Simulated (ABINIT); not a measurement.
# A worked fit of the energy against the cutoff, with one run withheld: Al (Fm-3m, 1 atom in the cell)

```
CELL_PARAMETERS angstrom
      0.00000     2.03107     2.03107
      2.03107     0.00000     2.03107
      2.03107     2.03107     0.00000
ATOMIC_POSITIONS crystal
  Al 0.00000 0.00000 0.00000
```

Method of the run: PBEsol, norm-conserving pseudopotentials (PseudoDojo nc-sr-04 PBEsol standard) (plane waves; ABINIT 10.0.3).

Base settings: pseudos = [Al.upf]; ecut = 544 eV; ixc = -116133; occopt = 7; tsmear = 0.1 eV; ngkpt = 12 12 12; nshiftk = 1; shiftk = 0 0 0; potentials = PseudoDojo nc-sr-04 PBEsol standard; nband = 7.

The last step of the ladder, which sets the zero, is ecut = 1306 eV.

The starting cell has typed, rounded lattice constants, without a prior relaxation at this level. Its lattice was rescaled by up to half a per cent.

An empirical form for the window shown: the miss falls exponentially with the largest wave vector, which goes as √cutoff: ln(ΔF) = a + b·√cutoff.

| ecut | √cutoff (√eV) | F less the last step's (meV/atom) | ln of it |
|---|---|---|---|
| 245 eV | 15.652 | 65.39 | 4.180 |
| 272 eV | 16.492 | ? | ? |
| 299 eV | 17.292 | 36.89 | 3.608 |
| 327 eV | 18.083 | 25.53 | 3.240 |
| 381 eV | 19.519 | 13.32 | 2.589 |

Fit the line to the 4 rows given and predict the withheld one.

Means: x̄ = 17.636, ȳ = 3.4043. Σ(x − x̄)(y − ȳ) = -3.218 and Σ(x − x̄)² = 7.800, so b = -0.4125 and a = ȳ − b·x̄ = 10.679; ΔF halves for each 1.68 in √cutoff. The largest residual of the fitted rows is 0.062. At x = 16.492 the line gives 3.876, that is 48.2 meV/atom. The run gave 48.26 meV/atom, a miss of 0.06 meV/atom (0 %). The table is a window of a longer ladder. The rows were chosen because the form fits them, the withheld one included, so this shows the method and is no test of the form.

Left out of this page: 10 runs of the series outside the window shown, repeating another row's setting, or not comparable.
